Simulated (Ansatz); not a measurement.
Base system: LaN in the zinc blende structure (space group F-43m, No. 216; a = 5.546 Å; a hypothetical phase, not in the database extracts checked).

Perturbation: an isotropic linear strain of −4.23 %; the atoms relax in the strained cell.

Levels (all Ansatz, a quantum-chemistry and plane-wave program, PAW): PBEsol (420 eV, no SOC); r2SCAN (500 eV, without spin-orbit coupling).

The geometry is relaxed with PBEsol.

| Item | Value |
|---|---|
| PBEsol lowest conduction level above the VBM at special points | Γ 1.07 eV; K 2.13 eV; U 2.13 eV; X 2.44 eV |
| PBEsol pressure | 14.98 GPa |
| PBEsol gap character | indirect, X → Γ |
| PBEsol smallest direct gap | 2.41 eV |

Predict the lowest conduction level above the VBM at special points, pressure, gap character and smallest direct gap from r2SCAN.

The lowest conduction level above the VBM at special points becomes Γ 1.57 eV; K 2.50 eV; U 2.50 eV; X 2.81 eV (PBEsol: Γ 1.07 eV; K 2.13 eV; U 2.13 eV; X 2.44 eV); the pressure rises by 4.22 GPa (14.98 GPa → 19.20 GPa); the gap character stays indirect, X → Γ; the smallest direct gap increases by 0.37 eV to 2.78 eV.

Single points use the geometry relaxed with PBEsol. Their cutoffs differ, which shifts pressures a little. Whether these cells are dynamically stable was not tested.
